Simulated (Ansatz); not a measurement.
Consider a periodic stack without vacuum, fcc Ir (0 0 1) on ceria (0 0 1) (film strained to the substrate, started from cuts of the bulks and a machine-learned relaxation; slabs Ce5O12 and Ir12, which can lie off the formulas): substrate slab Ce5O12, film Ir12, surface cells [[1, 0], [1, 1]] and [[0, -1], [2, 1]], film strained by -0.2 and -0.2 %, outermost planes O/O and Ir/Ir as cut, which need not be the usual terminations and can put a slab off its formula. Its start:

```
CELL_PARAMETERS angstrom
      3.86398     0.00000     0.03313
      0.00000     3.86398     0.05490
     -1.05137    -1.21752    26.85254
ATOMIC_POSITIONS crystal
  Ce 0.11812 0.13104 0.18466
  Ce 0.60175 0.61222 0.08480
  Ce 0.15743 0.16836 0.38717
  Ce 0.63228 0.64629 0.28588
  Ce 0.68905 0.69622 0.48799
  O  0.61099 0.12274 0.13159
  O  0.11167 0.62275 0.13154
  O  0.09130 0.59445 0.02982
  O  0.59155 0.09558 0.02987
  O  0.64153 0.15482 0.33518
  O  0.14147 0.65460 0.33514
  O  0.12293 0.63828 0.23329
  O  0.62384 0.13758 0.23335
  O  0.70645 0.21026 0.53541
  O  0.20450 0.71123 0.53543
  O  0.17359 0.68095 0.43682
  O  0.67152 0.18225 0.43687
  Ir 0.25688 0.25940 0.68010
  Ir 0.75698 0.75958 0.68008
  Ir 0.73776 0.24031 0.60793
  Ir 0.23744 0.74064 0.60798
  Ir 0.29368 0.29540 0.82479
  Ir 0.79643 0.79815 0.82492
  Ir 0.76883 0.27160 0.75291
  Ir 0.26999 0.77034 0.75291
  Ir 0.32022 0.32187 0.97067
  Ir 0.83262 0.83429 0.97061
  Ir 0.80018 0.30764 0.89820
  Ir 0.30703 0.80115 0.89818
```

The start was prepared with a machine-learned potential, and the result is one local minimum, with the in-plane cell held and forces under 0.04 eV/Å; the film can end far from its bulk form.

Method: PBE (plane waves to 420 eV, PAW; Ansatz, a quantum-chemistry and plane-wave program). No spin–orbit coupling; the runs are not spin-polarised; PBE gaps are too small against experiment; cerium has no Hubbard term. Its k-point mesh 8×8×1, Fermi–Dirac width 0.05 eV.

**Question.** Predict the relaxed interface.

**Answer.** 
- interface area = 14.9 Å²
- period = 26.76 Å
- heights between the nearest atoms of the two slabs at the two interfaces = 1.90 and 1.53 Å
- Ce–Ir contacts across the interfaces within 1.22 times the sum of covalent radii = 6, mean 3.61 Å
- Ir–O contacts across the interfaces within 1.22 times the sum of covalent radii = 6, mean 2.00 Å
